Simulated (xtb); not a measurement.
xtb 6.7.1, GFN2-xTB: Zn(Br)(k2OAc)(dme) (CC1[O][Zn]2([Br])(<-[O]=1)<-[O](C)CC[O]->2C), 25 atoms. The geometry is a generated start, not checked to be a minimum at this level.

```yaml
method: GFN2-xTB
"--acc": 1 (default)
"--etemp (K)": 300 (default)
detailed input (--input): "none: ANC optimiser, Lindh (1995) Hessian, microcycle=20, maxdispl=1.0, hlow=0.01 (default)"
basis_functions: 67
valence_electrons: 70
```

```xyz
25

Zn     0.8375    -0.4557    -0.1172
Br     0.6583    -2.7188    -0.0649
C      3.8941     1.8268     0.0114
C      2.6550     0.9709    -0.0284
O      2.1321     0.5734     1.0367
O      2.1621     0.6349    -1.1310
H      3.8835     2.5199    -0.8235
H      3.9464     2.3520     0.9595
H      4.7610     1.1759    -0.0839
C     -0.8700    -0.5903     2.5775
O     -0.9295    -0.0167     1.2841
C     -2.1385    -0.2917     0.6038
C     -2.0687     0.4488    -0.7307
O     -0.9680     0.0147    -1.5038
C     -1.2746    -1.0054    -2.4440
H      0.0956    -0.3120     2.9938
H     -0.9516    -1.6812     2.5315
H     -1.6747    -0.1892     3.2018
H     -2.9911     0.0695     1.1925
H     -2.2461    -1.3734     0.4431
H     -1.9007     1.5119    -0.5320
H     -3.0032     0.3193    -1.2873
H     -1.6299    -1.9188    -1.9610
H     -0.3510    -1.2207    -2.9774
H     -2.0280    -0.6441    -3.1506
```

Charge 0 and multiplicity 1 are set for this test and not shown to be the ground state.

The structure is relaxed from this start with --opt LEVEL for the levels crude, sloppy, loose, lax, normal, tight, vtight, extreme, once each. Up to the end of the extreme run atoms move by at most 0.39 Å along an axis.

Problem. Which level is enough to come within 5 meV of the tightest end point?

Solution. normal: 14 cycles against 44, ending 1.6 meV above.

```csv
level,cycles,energy above the extreme run (meV),gradient norm (eV/Å)
crude,1,8.6,0.13
sloppy,1,8.6,0.13
loose,1,8.6,0.13
lax,1,8.6,0.13
normal,14,1.6,0.015
tight,32,0.19,0.0060
vtight,43,under 0.01,0.0012
extreme,44,—,0.00095
```
